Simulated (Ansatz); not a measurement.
## What biaxial strain +3.73 %, plane normal [001], relaxed out of plane does to Ta2N

The reference is Ta₂N in the anti-CdI2 type structure (space group P-3m1, No. 164; a = 3.051 Å, c = 4.800 Å; relaxed with 0.1 eV smearing). Axes: x lies along a and z along c of the hexagonal cell.

One thing is altered: biaxial strain +3.73 %, plane normal [001], relaxed out of plane (Cartesian); in-plane vectors clamped, the third vector and the atoms free.

Level of theory: DFT with PBEsol-D3(BJ), PAW potentials and a 420 eV plane-wave cutoff in Ansatz (a quantum-chemistry and plane-wave program), no SOC. Settings: 22×22×12 k-points, 0.1 eV Fermi–Dirac smearing.

```tsv
quantity	base	changed	shift
volume per atom	12.89 Å³	13.41 Å³	+0.514 Å³
space group	P-3m1 (No. 164)	P-3m1 (No. 164)	–
shortest interatomic distance	4.054 bohr	4.086 bohr	+0.032 bohr
pressure (mean of the normal stresses, compression positive)	0.0 GPa	-9.5 GPa	-9.5 GPa
band gap	zero	zero	–
out-of-plane strain	–	-3.35 %	–
ratio −ε⊥/ε∥	–	0.90	–
mean in-plane stress (compression positive)	–	-14.3 GPa	–
```

No phonon test of stability was made. All final runs are without spin polarisation. An odd electron count without spin: Ta2N.
